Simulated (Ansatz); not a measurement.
CrO₃ (Ama2, No. 40) was calculated with PBEsol (plane waves, PAW; Ansatz, a first-principles code).

Settings: plane-wave cutoff 500 eV, 8×10×10 k mesh (along the axes of the cell as run), gaussian smearing 0.02 eV, no spin polarisation, scalar-relativistic PAW data made under PBE.

Cell (relaxed at this level):

```cif
data_Cr2O6
_chemical_formula_sum 'Cr2 O6'
_space_group_name_H-M_alt 'P 1'
_space_group_IT_number 1
_cell_length_a 5.72938
_cell_length_b 5.18334
_cell_length_c 5.18334
_cell_angle_alpha 123.672
_cell_angle_beta 90.000
_cell_angle_gamma 90.000
loop_
_space_group_symop_operation_xyz
  'x, y, z'
loop_
_atom_site_label
_atom_site_type_symbol
_atom_site_fract_x
_atom_site_fract_y
_atom_site_fract_z
_atom_site_occupancy
Cr1 Cr 0.75000 0.90290 0.08455 1
Cr2 Cr 0.25000 0.08455 0.90290 1
O1 O 0.25000 0.36124 0.85953 1
O2 O 0.75000 0.85953 0.36124 1
O3 O 0.75000 0.57611 0.77195 1
O4 O 0.25000 0.77195 0.57611 1
O5 O 0.00000 0.10587 0.10587 1
O6 O 0.50000 0.10587 0.10587 1
```

Problem. Estimate the band gap that the calculation returns.

Solution. 
- band gap = 2.23 eV (on the SCF k mesh)

Note: the relaxation could not lower the start's symmetry, so the cell can be a saddle point above a distorted one; the volume lies 9 % above that of the published cell.
